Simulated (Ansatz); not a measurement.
A computed series for Al: response to strain

Consider Al in the fcc (Cu type) structure (space group Fm-3m, No. 225; relaxed with 0.1 eV smearing).

```cif
data_Al4
_chemical_formula_sum 'Al4'
_space_group_name_H-M_alt 'Fm-3m'
_space_group_IT_number 225
_space_group_name_Hall '-F 4 2 3'
_cell_length_a 3.99366
_cell_length_b 3.99366
_cell_length_c 3.99366
_cell_angle_alpha 90.000
_cell_angle_beta 90.000
_cell_angle_gamma 90.000
loop_
_atom_site_label
_atom_site_type_symbol
_atom_site_symmetry_multiplicity
_atom_site_Wyckoff_symbol
_atom_site_fract_x
_atom_site_fract_y
_atom_site_fract_z
_atom_site_occupancy
Al1 Al 4 a 0.00000 0.00000 0.00000 1
```
(The calculation used a cell of 1 atom; values per cell refer to that cell.)

Strains are applied to the cell and any free atomic positions relax.

Computed with DFT with r2SCAN, PAW potentials and a 500 eV plane-wave cutoff in Ansatz (an electronic-structure program), no spin-orbit coupling.

Notes on the quantities. energy relative to the base: free energy F.

```csv
variant,pressure,shortest interatomic distance,energy relative to the base
base,0.0 GPa,5.336 bohr,0 meV/atom
isotropic strain +0.50 %,-1.3 GPa,5.363 bohr,+1.0 meV/atom
isotropic strain +1.00 %,-2.6 GPa,5.390 bohr,+4.0 meV/atom
isotropic strain +1.50 %,-3.7 GPa,5.417 bohr,+8.8 meV/atom
isotropic strain +2.00 %,…,5.443 bohr,+15 meV/atom
isotropic strain +2.50 %,-5.8 GPa,5.470 bohr,+24 meV/atom
isotropic strain +3.00 %,…,5.497 bohr,…
```

### Question
Fill in the withheld entries from the trend.

### Answer

- isotropic strain +2.00 %, pressure: -4.8 GPa
- isotropic strain +3.00 %, pressure: -6.7 GPa
- isotropic strain +3.00 %, energy relative to the base: +33 meV/atom

Stability against distortions was not tested.
